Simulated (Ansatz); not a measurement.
GaP under load (space group P6_3mc), r2SCAN with spin-orbit coupling, rigid bands (Ansatz, a quantum-chemistry and plane-wave program). Condition of this run: uniaxial stress along c of 1.4 GPa (compression positive) (the target of the relaxation). Band gap 1.65 eV, N_c = 8.64e18 cm⁻³ and N_v = 1.38e19 cm⁻³ at 300 K, conductivity masses along y (a = (3.84, 0.00, 0.00) Å; b = (-1.92, 3.32, 0.00) Å; c = (0.00, 0.00, 6.27) Å) of 0.186 mₑ (electrons) and 0.604 mₑ (holes). Take k_BT = 0.02585 eV.

Question: What built-in voltage has an abrupt junction with N_A = 1e16 and N_D = 1e17 cm⁻³, all dopants ionised?

Answer: V_bi = E_g/e − (k_BT/e) ln(N_c N_v/(N_A N_D)) = 1.65 − 0.02585 × 11.69 = 1.35 V, for the computed gap.

Question: A film of it is 8 nm thick, with its normal along the direction named. Estimate the confinement energies in an infinite well.

Answer: ħ²π²/(2m t²) = 0.376 eV·nm²/(m/mₑ × t²) gives 31.6 meV for electrons and 9.73 meV for holes, so the gap would widen to about 1.69 eV. Finite barriers and nonparabolic bands lower this, and with several valleys or bands the heaviest mass along the normal sets the lowest level, not this average.

Question: What thermal injection velocity √(2k_BT/πm) limits a ballistic channel along the direction named?

Answer: 1.25e7 cm/s for electrons and 6.92e6 cm/s for holes, a ratio of √(m_h/m_e) = 1.80, for dilute carriers.

Rigid bands with the computed gap; masses take one relaxation time for all states. Geometry: cell and atoms relaxed with PBEsol.
